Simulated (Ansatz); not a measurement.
# Hypothetical rock salt WGe, alloy series

Consider WGe in the rock salt structure (space group Fm-3m, No. 225; a hypothetical phase, not in the database extracts checked).

```
CELL_PARAMETERS angstrom
      0.00000     2.57792     2.57792
      2.57792     0.00000     2.57792
      2.57792     2.57792     0.00000
ATOMIC_POSITIONS crystal
  Ge 0.00000 0.00000 0.00000
  W  0.50000 0.50000 0.50000
```

The other end (x = 1) is PbW in the rock salt structure (space group Fm-3m, No. 225; a hypothetical phase, not in the database extracts checked): 22.83 Å³/atom, gap zero; this end may not be an ambient phase.

Pb replaces a fraction x of Ge; each row is one arrangement (x, atoms in the cell, starting space group or random), fully relaxed.

Computed with PBE (Ansatz, a first-principles code; PAW; 420 eV plane waves; no SOC).

Notes on the quantities. mixing energy: to 0.01 eV only: unlike meshes or grids; against an end that may be hypothetical; deviation of the volume from the linear: Vegard-type) interpolation.

```tsv
variant	mixing energy	deviation of the volume from the linear
x(Pb) = 0.25, 8 atoms, Cmmm	-0.21 eV/atom	0.0 %
x(Pb) = 0.333, 6 atoms, P-3m1	-0.46 eV/atom	-5.9 %
x(Pb) = 0.333, 6 atoms, I4/mmm	-0.16 eV/atom	+5.7 %
x(Pb) = 0.5, 8 atoms, C2/m	-0.53 eV/atom	+1.0 %
x(Pb) = 0.75, 8 atoms, I4/mmm	-0.01 eV/atom	+2.4 %
x(Pb) = 0.75, 8 atoms, Cmmm	-0.43 eV/atom	+0.7 %
```

Each cell is one ordered arrangement of few atoms, which overstates ordering effects compared with a random alloy. Stability against distortions was not tested. The final runs are not spin-polarised. WGe, PbW, PbW3Ge2 and PbW2Ge have a high density of states at the Fermi level and may be magnetic at this level. Under x(Pb) = 0.25, 8 atoms, Cmmm, x(Pb) = 0.333, 6 atoms, P-3m1 and x(Pb) = 0.5, 8 atoms, C2/m and more the cell changed shape so far that it is another structure.
